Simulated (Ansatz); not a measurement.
A hypothetical phase is included: elements placed on a structure type, which no database files for this compound.

Tunnelling through a barrier is set by its complex band structure: the current falls as exp(−2κd) with the smallest κ.

```yaml
crystal:
  lattice:
    - [3.28264, 0.00000, 0.00000]
    - [0.00000, 5.49903, 0.00000]
    - [0.00000, 0.00000, 5.49903]
  atoms:
    - { symbol: Mg, position: [0.00000, 0.67962, 0.32038] }
    - { symbol: Mg, position: [0.00000, 0.32038, 0.67962] }
    - { symbol: Mg, position: [0.50000, 0.82038, 0.82038] }
    - { symbol: Mg, position: [0.50000, 0.17962, 0.17962] }
    - { symbol: O, position: [0.00000, 0.31592, 0.31592] }
    - { symbol: O, position: [0.00000, 0.68408, 0.68408] }
    - { symbol: O, position: [0.50000, 0.81592, 0.18408] }
    - { symbol: O, position: [0.50000, 0.18408, 0.81592] }
```

The cell was relaxed by PBE-D3(BJ); by r2SCAN it stands under a pressure of -0.7 GPa.

Transport runs along the normal of the first two printed cell vectors, the (100) plane of the conventional cell.

No gap correction and no spin-orbit coupling; mid-gap is the computed energy nearest the middle.

Task: Compute, with r2SCAN run with Ansatz (a program for electronic structure), the band gap and the smallest decay constant κ at mid-gap.

Result: Gap 4.14 eV on a 10×6×6 mesh; κ = 0.326 1/Å, at the zone centre.
